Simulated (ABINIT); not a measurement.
Input and output of a self-consistent single point for Bi (R-3m, 2 atoms in the cell) (ABINIT).

Level of theory: PBE, spin-orbit coupling, norm-conserving pseudopotentials (PseudoDojo nc-fr-04 PBE standard) (plane waves; ABINIT).

```xyz
2
Lattice="4.1658 -2.2750 0.0000 4.1658 2.2750 0.0000 2.9234 0.0000 3.7394" Properties=species:S:1:pos:R:3 pbc="T T T"
Bi     2.6337     0.0000     0.8750
Bi     8.6214     0.0000     2.8644
```

Reference input (self-consistent single point, DFT, PBE, plane waves, norm-conserving pseudopotentials (PseudoDojo nc-sr-05 PBE standard)): pseudos = [Bi.upf]; ecut = 66 Ry; ixc = 11; occopt = 3; tsmear = 0.00367493 Ha; ngkpt = 6 6 6; nshiftk = 1; shiftk = 0 0 0; potentials = PseudoDojo nc-sr-05 PBE standard; nband = 21; kptopt = 1; nstep = 80. This run's input differs from it in these lines:

```diff
@@ -1,2 +1,2 @@
-# Bi, PseudoDojo nc-sr-05 PBE standard
+# Bi, PseudoDojo nc-fr-04 PBE standard
 pp_dirpath "./"
@@ -18,5 +18,7 @@
 ixc 11
+nspinor 2
+nspden 1
 occopt 3
 tsmear 0.00367493
-nband 21
+nband 48
 kptopt 1
```

Its files differ too (potentials: PseudoDojo nc-sr-05 PBE standard → PseudoDojo nc-fr-04 PBE standard).

Output, abridged:

```
--- !BeginCycle
solver: {iscf: 7, nstep: 80, nline: 4, wfoptalg: 0, }
tolerances: {toldfe: 1.00E-09, }
...

     iter   Etot(hartree)      deltaE(h)  residm     vres2
 ETOT  1  -163.26055685936    -1.633E+02 5.529E-02 1.735E+00
 ETOT  2  -163.29897136559    -3.841E-02 8.195E-03 4.781E-01
 ETOT  3  -163.29905836747    -8.700E-05 2.369E-03 1.233E-02
 ETOT  4  -163.29905923472    -8.672E-07 1.586E-03 3.372E-03
 ETOT  5  -163.29905963554    -4.008E-07 1.230E-03 6.863E-04
 ETOT  6  -163.29905973122    -9.567E-08 7.723E-04 5.628E-05
 ETOT  7  -163.29905973873    -7.507E-09 4.875E-04 2.350E-07
 ETOT  8  -163.29905973874    -1.614E-11 3.394E-04 1.241E-08
 ETOT  9  -163.29905973874    -2.245E-12 4.773E-04 8.723E-10
 At SCF step    9, etot is converged :
  for the second time, diff in etot=  2.245E-12 < toldfe=  1.000E-09

 Cartesian components of stress tensor (hartree/bohr^3)
  sigma(1 1)= -8.49948826E-05  sigma(3 2)=  0.00000000E+00
  sigma(2 2)= -8.99546808E-05  sigma(3 1)=  1.64786478E-06
  sigma(3 3)= -8.94071893E-05  sigma(2 1)=  0.00000000E+00

 ----iterations are completed or convergence reached----

 reduced coordinates (array xred) for    2 atoms
       0.234000001021      0.234000001021      0.234000001033
       0.766000003343      0.766000003343      0.766000003355
 cartesian forces (eV/Angstrom) at end:
    1      0.07438971883249    -0.00000000000000     0.02471554870352
    2     -0.07438971883249    -0.00000000000000    -0.02471554870352
 frms,max,avg= 4.5257370E-02 7.4389719E-02   0.000E+00  0.000E+00  0.000E+00 e/A
   [... lines left out ...]
 Fermi (or HOMO) energy (hartree) =   0.17865   Average Vxc (hartree)=  -0.35756
   [... lines left out ...]
total_energy        : -1.63299059738744E+02
total_energy_eV     : -4.44359339852804E+03
band_energy         : -1.31824788738416E+01
...

-Cartesian components of stress tensor (GPa)         [Pressure=  2.5925E+00 GPa]
- sigma(1 1)= -2.50063536E+00  sigma(3 2)=  0.00000000E+00
- sigma(2 2)= -2.64655763E+00  sigma(3 1)=  4.84818475E-02
- sigma(3 3)= -2.63044988E+00  sigma(2 1)=  0.00000000E+00

 Calculation completed.
```

The run converged in 9 iterations. Against the reference run the pressure goes from 1.52 to 2.59 GPa and the largest force moves little (0.080 to 0.078 eV/Å).

The starting cell has typed, rounded lattice constants, without a prior relaxation at this level.

Cost on one core of a shared machine: roughly 8 min.
